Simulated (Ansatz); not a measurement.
The reference is PbSe in the rock salt structure (space group Fm-3m, No. 225; a = 6.041 Å). Axes: x, y, z lie along the cube axes.

Calculations: LDA, PAW, 420 eV (Ansatz, a first-principles code; no SOC).

Strains are applied to the cell and any free atomic positions relax.

One change was made to it. Results:

| quantity | base | after |
|---|---|---|
| pressure (mean of the normal stresses, compression positive) | 0.0 GPa | 0.0 GPa |
| shortest interatomic distance | 3.020 Å | 3.020 Å |
| energy relative to the base (free energy F) | 0 meV/atom | +2.4 meV/atom |
| band gap | zero | zero |

Task: Which of these changes matches the shifts?
(A) tensor shear ε_xy = +0.86 %
(B) tensor shear ε_xy = +2.00 %
(C) tensor shear ε_xy = +0.57 %

Result: B, tensor shear ε_xy = +2.00 %. For comparison, the energy relative to the base in the other runs: tensor shear ε_xy = +0.57 % gives +0.2 meV/atom; tensor shear ε_xy = +0.86 % gives +0.4 meV/atom.

A case with no gap was solved on a k-mesh chosen for an insulator, which is coarse for it. With Pb present, leaving out spin-orbit coupling can change the band edges. Whether these cells are dynamically stable was not tested. All final runs are without spin polarisation. Gaps under 0.05 eV, about the width of the smearing, are given as zero. A zero or small gap of PbSe can be the functional's error rather than a property of the material.
